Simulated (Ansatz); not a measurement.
Take BN in the h-BN type structure (space group P6_3/mmc, No. 194; a = 2.506 Å, c = 6.615 Å; layered, stacked along the Cartesian z axis) as the base. Axes: x lies along a and z along c of the hexagonal cell.

Method: PBE-D3(BJ)/PAW in Ansatz (an electronic-structure program), without spin-orbit coupling.

One thing is altered: an isotropic linear strain of +0.95 %, atoms relaxed at fixed cell.

Question: Predict the stress tensor and what it implies for the stiffness.

Answer: Stress of the strained cell less that of the base (GPa, compression positive):
```
  -9.68    0.00    0.00
   0.00   -9.68    0.00
   0.00    0.00   -0.22
```

Then B = −ΔP/(ΔV/V₀) with ΔV/V₀ = 0.0288 gives secant stiffness values (nonlinear terms included at this strain): B (at held cell shape, above the free-shape value) ≈ 227 GPa.

As a check, the harmonic strain energy −½ V₀ Δσ:ε is 5.2 meV/atom; the computed energy rise is 5.4 meV/atom.

No phonon test of stability was made.
